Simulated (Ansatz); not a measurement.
Consider the energy change from cell B to cell A (F taken out, Cl put in, in a slab cell with 12 atoms a plane). Reaction: cell B + 1/2 BaCl2 (gas) → cell A + 1/2 BaF2 (gas). A negative value means that the right-hand side lies lower.

Cell A: a slab of BaTiO3 (P4mm) cut along (001), 41 atoms, square cell of 7.97 Å (63.5 Å²), symmetry P1 within 0.02 Å, 8.7 Å thick under 17 Å of vacuum, in-plane vectors held at the crystal's; planes from bottom to top: Ti4O8 | Ba4O4 | Ti4O8 | Ba4O4 | Cl, its two faces unlike (dipole correction applied); added, foreign or displaced atoms, above the top plane: Cl bound to 2 Ba at 3.08 Å; spin state with PBE: net moment 0.8 μB a cell, k-point mesh 3×3×1.
```yaml
crystal:
  lattice:
    - [7.97041, 0.00000, 0.00000]
    - [0.00000, 7.97041, 0.00000]
    - [0.00000, 0.00000, 25.51531]
  atoms:
    - { symbol: Ba, position: [0.00259, 0.01087, 0.39462] }
    - { symbol: Ti, position: [0.25706, 0.26419, 0.32070] }
    - { symbol: O, position: [0.99040, 0.25099, 0.31412] }
    - { symbol: O, position: [0.24917, 0.25575, 0.39248] }
    - { symbol: O, position: [0.24280, 0.99686, 0.31422] }
    - { symbol: Ba, position: [0.00474, 0.00195, 0.56069] }
    - { symbol: Ti, position: [0.25348, 0.26401, 0.48351] }
    - { symbol: O, position: [0.99749, 0.25378, 0.47669] }
    - { symbol: O, position: [0.24631, 0.25696, 0.55549] }
    - { symbol: O, position: [0.24815, 0.00521, 0.47739] }
    - { symbol: Ba, position: [0.00255, 0.50816, 0.39500] }
    - { symbol: Ti, position: [0.25625, 0.76395, 0.32098] }
    - { symbol: O, position: [0.99041, 0.74969, 0.31372] }
    - { symbol: O, position: [0.24491, 0.75538, 0.39302] }
    - { symbol: O, position: [0.24305, 0.49833, 0.31395] }
    - { symbol: Ba, position: [0.00442, 0.52302, 0.56101] }
    - { symbol: Ti, position: [0.25762, 0.76476, 0.48047] }
    - { symbol: O, position: [0.99694, 0.75515, 0.47891] }
    - { symbol: O, position: [0.26417, 0.75679, 0.55190] }
    - { symbol: O, position: [0.24726, 0.50299, 0.47759] }
    - { symbol: Ba, position: [0.50197, 0.01099, 0.39417] }
    - { symbol: Ti, position: [0.75702, 0.26435, 0.32080] }
    - { symbol: O, position: [0.49028, 0.25089, 0.31368] }
    - { symbol: O, position: [0.74773, 0.25567, 0.39258] }
    - { symbol: O, position: [0.74347, 0.99677, 0.31437] }
    - { symbol: Ba, position: [0.50439, 0.00998, 0.55423] }
    - { symbol: Ti, position: [0.76105, 0.26357, 0.48320] }
    - { symbol: O, position: [0.49554, 0.25475, 0.47913] }
    - { symbol: O, position: [0.75334, 0.25649, 0.55520] }
    - { symbol: O, position: [0.74629, 0.00557, 0.47698] }
    - { symbol: Ba, position: [0.50216, 0.50780, 0.39446] }
    - { symbol: Ti, position: [0.75754, 0.76399, 0.32103] }
    - { symbol: O, position: [0.48997, 0.75006, 0.31497] }
    - { symbol: O, position: [0.75141, 0.75528, 0.39323] }
    - { symbol: O, position: [0.74325, 0.49833, 0.31408] }
    - { symbol: Ba, position: [0.50437, 0.51262, 0.55397] }
    - { symbol: Ti, position: [0.75620, 0.76473, 0.48034] }
    - { symbol: O, position: [0.49693, 0.75443, 0.47343] }
    - { symbol: O, position: [0.73545, 0.75712, 0.55147] }
    - { symbol: O, position: [0.74715, 0.50253, 0.47727] }
    - { symbol: Cl, position: [0.99932, 0.76310, 0.65552] }
```

Cell B: a slab of BaTiO3 (P4mm) cut along (001), 41 atoms, square cell of 7.97 Å (63.5 Å²), symmetry P1 within 0.02 Å, 8.1 Å thick under 17 Å of vacuum, in-plane vectors held at the crystal's; planes from bottom to top: Ti4O8 | Ba4O4 | Ti4O8 | Ba4O4 | F, its two faces unlike (dipole correction applied); added, foreign or displaced atoms, above the top plane: F bound to 2 Ba at 2.53 Å; spin state with PBE: net moment 0.8 μB a cell, k-point mesh 3×3×1.
```yaml
crystal:
  lattice:
    - [7.97041, 0.00000, 0.00000]
    - [0.00000, 7.97041, 0.00000]
    - [0.00000, 0.00000, 25.04814]
  atoms:
    - { symbol: Ba, position: [0.99410, 0.00390, 0.40228] }
    - { symbol: Ti, position: [0.25154, 0.25745, 0.32713] }
    - { symbol: O, position: [0.98596, 0.24384, 0.31986] }
    - { symbol: O, position: [0.24404, 0.24491, 0.40058] }
    - { symbol: O, position: [0.23699, 0.99193, 0.31965] }
    - { symbol: Ba, position: [0.00692, 0.00586, 0.57257] }
    - { symbol: Ti, position: [0.23902, 0.25958, 0.48941] }
    - { symbol: O, position: [0.99707, 0.24976, 0.48654] }
    - { symbol: O, position: [0.24544, 0.27134, 0.56223] }
    - { symbol: O, position: [0.24644, 0.99805, 0.48897] }
    - { symbol: Ba, position: [0.99356, 0.50328, 0.40181] }
    - { symbol: Ti, position: [0.25183, 0.75942, 0.32721] }
    - { symbol: O, position: [0.98567, 0.74477, 0.32019] }
    - { symbol: O, position: [0.24370, 0.75388, 0.40084] }
    - { symbol: O, position: [0.23725, 0.49087, 0.32131] }
    - { symbol: Ba, position: [0.99264, 0.50533, 0.56357] }
    - { symbol: Ti, position: [0.23910, 0.75672, 0.48924] }
    - { symbol: O, position: [0.99645, 0.74698, 0.48610] }
    - { symbol: O, position: [0.24533, 0.73150, 0.56166] }
    - { symbol: O, position: [0.24846, 0.49819, 0.48111] }
    - { symbol: Ba, position: [0.49727, 0.00377, 0.40250] }
    - { symbol: Ti, position: [0.75087, 0.25798, 0.32671] }
    - { symbol: O, position: [0.48486, 0.24397, 0.32007] }
    - { symbol: O, position: [0.74342, 0.25021, 0.39974] }
    - { symbol: O, position: [0.73880, 0.99200, 0.31998] }
    - { symbol: Ba, position: [0.47341, 0.00574, 0.57304] }
    - { symbol: Ti, position: [0.73959, 0.25322, 0.49329] }
    - { symbol: O, position: [0.49908, 0.24750, 0.48697] }
    - { symbol: O, position: [0.74592, 0.24735, 0.56665] }
    - { symbol: O, position: [0.74900, 0.99906, 0.48554] }
    - { symbol: Ba, position: [0.49780, 0.50359, 0.40178] }
    - { symbol: Ti, position: [0.75177, 0.75844, 0.32688] }
    - { symbol: O, position: [0.48431, 0.74495, 0.32045] }
    - { symbol: O, position: [0.74373, 0.74919, 0.39998] }
    - { symbol: O, position: [0.73890, 0.49144, 0.31959] }
    - { symbol: Ba, position: [0.49167, 0.50560, 0.56307] }
    - { symbol: Ti, position: [0.74021, 0.76412, 0.49278] }
    - { symbol: O, position: [0.49977, 0.74913, 0.48637] }
    - { symbol: O, position: [0.74614, 0.75521, 0.56621] }
    - { symbol: O, position: [0.74668, 0.49602, 0.48841] }
    - { symbol: F, position: [0.23987, 0.00175, 0.64145] }
```

Reference: an isolated BaF2 molecule (singlet) in a box of 14 × 11 × 13 Å.
```xyz
3

Ba     0.0000     0.0000    -0.7849
F      1.8716     0.0000     0.3925
F     -1.8716     0.0000     0.3925
```

Reference: an isolated BaCl2 molecule (singlet) in a box of 15 × 11 × 14 Å.
```xyz
3

Ba     0.0000     0.0000    -0.8857
Cl     2.3657     0.0000     0.4428
Cl    -2.3657     0.0000     0.4428
```

Plane-wave PAW calculations with Ansatz (a quantum-chemistry and plane-wave program), its default PAW set, cutoff 420 eV. The structures are at rest with PBE, within the held lattices. Neutral cells; Fermi-Dirac smearing of at most 0.05 eV in the solids, energies taken to zero width. Larger cells are relaxed from a start prepared with the learned potential CHGNet, on a coarser mesh till forces fall under 0.03 eV/Å, which some starts already meet. A dispersion term (D3(BJ), or D4 for r2SCAN) was computed beside these levels and is taken off wherever the name lacks it. Space groups of crystals are read within 0.01 Å. Nuclei at rest; no vibrational terms. No structure search was made; lower ones may exist. The runs are scalar-relativistic, without spin-orbit coupling. No search over spin orders was made beyond those shown. Values are for these cell sizes.

Q: Estimate the value that PBE returns for this input.

A: -0.24 eV, for cell B + 1/2 BaCl2 (gas) → cell A + 1/2 BaF2 (gas).
